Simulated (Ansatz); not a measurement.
**A self-consistent single point of Mg (P-3m1, 2 atoms in the cell) with Ansatz (a first-principles code)**

Method: LDA (PW92), default PAW files made with PBE (plane waves; Ansatz).

The input file:

Ansatz 0.2 input:
```yaml
# Mg
crystal:
  lattice:
    - [1.60018500, -2.77160200, 0.00000000]
    - [1.60018500, 2.77160200, 0.00000000]
    - [0.00000000, 0.00000000, 5.19437000]
  atoms:
    - { symbol: Mg, position_ang: [1.60018500, 0.92386918, 1.34859351] }
    - { symbol: Mg, position_ang: [1.60018500, -0.92386918, 3.89577750] }
basis:
  ecutwfc: 30.9 Ry
kpoints:
  mp_grid: { grid: [12, 12, 7] }
hamiltonian:
  xc: lda
  pseudopotentials: { kind: paw }
scf:
  occupations: { method: fermi_dirac, width: 0.0073 Ry }
output:
  forces: true
  eigenvalues: true
  stress: true
```

Log, with long lists cut:

```
WARN the atoms were moved onto the symmetric positions of the space group found under crystal.symmetry.tolerance 1.0e-5 (fractional …
WARN ansatz: RAYON_NUM_THREADS=1 ignored (pool sized by the plan → 1); use --threads N
Pseudopotentials: kind: paw
Pseudopotential: Mg, paw, valence charge 10
Crystal: 2 atoms, lattice volume = 46.075 Å³
Basis set: ecut = 420.4159175005146 eV, 917 PW (Γ)
Bands: 14, of which v1, the nominal top of the filled ones, is band 10 counted from 1 (9 counted from 0)
Symmetry: 12 space group operations
Space group: P-3m1 (ITA 164), of the structure as read, at distance tolerance 3.6e-5 Å
k-points: 112 of 1008
PAW frozen core: Mg, regenerated for the run's functional, and the local potential with it
Initial density: superposition of atomic densities (neutral atoms: chi_scale 0, normalization atom), corrected by the library's trained network
Initial wavefunctions: pseudopotential atomic-orbital guess
Eigensolver: davidson
Functional: x = slater, c = lda
SCF iter   1: F=—  HF=-3803.203581 eV  |F-HF|=—  |Δ(HF+E_count)|=         —  Δρ=6.10e-3  dr2=6.13e-3  ethr=1.77e-3  ⟨swp⟩=5.0  Hψ=7995  notcnv=0
all-band conjugate gradients solve this SCF's bands
preconditioner: auto → none
SCF iter   2: F=—  HF=-3803.196259 eV  |F-HF|=—  |Δ(HF+E_count)|=   7.32e-3  Δρ=2.49e-3  dr2=1.47e-3  ethr=3.07e-5  ⟨swp⟩=2.0  Hψ=3432  notcnv=0
SCF iter   3: F=—  HF=-3803.195743 eV  |F-HF|=—  |Δ(HF+E_count)|=   5.16e-4  Δρ=4.15e-4  dr2=7.52e-5  ethr=7.35e-6  ⟨swp⟩=2.0  Hψ=2464  notcnv=0
SCF iter   4: F=—  HF=-3803.195755 eV  |F-HF|=—  |Δ(HF+E_count)|=   1.18e-5  Δρ=4.63e-5  dr2=1.05e-6  ethr=3.76e-7  ⟨swp⟩=1.0  Hψ=1572  notcnv=0
SCF iter   5: F=—  HF=-3803.195755 eV  |F-HF|=—  |Δ(HF+E_count)|=   3.38e-7  Δρ=1.61e-5  dr2=3.41e-7  ethr=5.26e-9  ⟨swp⟩=3.0  Hψ=2787  notcnv=0
SCF iter   6: F=-3803.195755 eV  HF=-3803.195755 eV  |F-HF|=5.01e-9  |Δ(HF+E_count)|=   8.23e-8  Δρ=2.55e-6  dr2=2.97e-9  ethr=5.00e-10  ⟨swp⟩=3.0  Hψ=5706  notcnv=0
SCF 1 converged in 6 iterations: F = -3803.195755 eV  dr2 = 2.97e-9
SCF converged after 6 iterations
Free energy (F): -3803.195755 eV
Harris-Foulkes:  -3803.195755 eV  (|F-HF|=5.01e-9)
Internal energy: -3803.167817 eV  (E = F + TS)
E sigma→0 (E₀):  -3803.181786 eV
Entropy (-TS):   -0.027937 eV (-13.969 meV/atom)
Fermi energy:    5.397464 eV
--- Per-component energies (eV) ---
  E_band       = -716.892523
  E_kinetic    = 150.288899
  E_local      = -3244.248120  (includes V_loc(G=0)·N_el)
  E_nonlocal   = 193.251067
  E_hartree    = 1157.527525
  E_xc         = -56.275386
  E_vxc        = -73.155573  (∫ρ·V_xc dr)
  E_paw        = -542.865727  (= ΣΔE_a)
  E_vpaw       = -58.082056  (= ΣTr[D̂ρ^β])
  E_aug_tail   = -0.000001  (compensation charges beyond the density's cutoff)
  E_ewald      = -1461.147033
  E_core_change = 0.300959  (= ΣΔE_core)
  E_smearing   = -0.027937  (= −TS)
  E_closure    = -0.000000  (closes the sum)
  Σ components = -3803.195755   (vs F -3803.195755, Δ=0.00e0)
--- Forces (eV/Å), atoms counted from 1 ---
  atom   1  Mg    -0.00000000     0.00000000    -0.11688174
  atom   2  Mg     0.00000000    -0.00000000     0.11688174
  max |Σ_I F_I| component: 9.25e-18 eV/Å
--- Stress (GPa, compression-positive) ---
       -1.952985      -0.000000       0.000000
       -0.000000      -1.952985       0.000000
        0.000000       0.000000      -2.642776
  P = ⅓ Tr σ = -2.1829 GPa (-21.829 kbar)
  The stress holds the Pulay correction. Without it, at fixed plane waves, as pw.x and ABINIT print it: P = -2.1861 GPa
--- Band table (eV; the first three rows and the last of 112) ---
  k-point 0: bands = ["-69.9161", "-69.9130", "-37.3598", "-37.3301", "-37.3301", "-37.3269", "-37.3251", "-37.3251", "-1.4749", "3.7988", "4.1531", "16.2911", "16.2911", "16.3224"]
  k-point 1: bands = ["-69.9160", "-69.9131", "-37.3582", "-37.3298", "-37.3298", "-37.3285", "-37.3253", "-37.3253", "-1.3608", "2.5496", "5.5990", "16.0311", "16.3818", "16.3818"]
  k-point 2: bands = ["-69.9156", "-69.9135", "-37.3538", "-37.3330", "-37.3292", "-37.3292", "-37.3260", "-37.3260", "-1.0195", "1.3422", "7.3960", "13.7997", "16.6280", "16.6280"]
  k-point 111: bands = ["-69.9124", "-69.9124", "-37.3516", "-37.3516", "-37.3456", "-37.3429", "-37.3328", "-37.3328", "5.5643", "5.5643", "5.7911", "6.5423", "7.0229", "7.0229"]
```

The run converged in 6 iterations.

The starting cell has typed, rounded lattice constants, without a prior relaxation at this level. Its lattice was rescaled by up to half a per cent. One atom was moved a little off its site on purpose. Ansatz's pressure includes its estimate of the finite-basis (Pulay) stress.
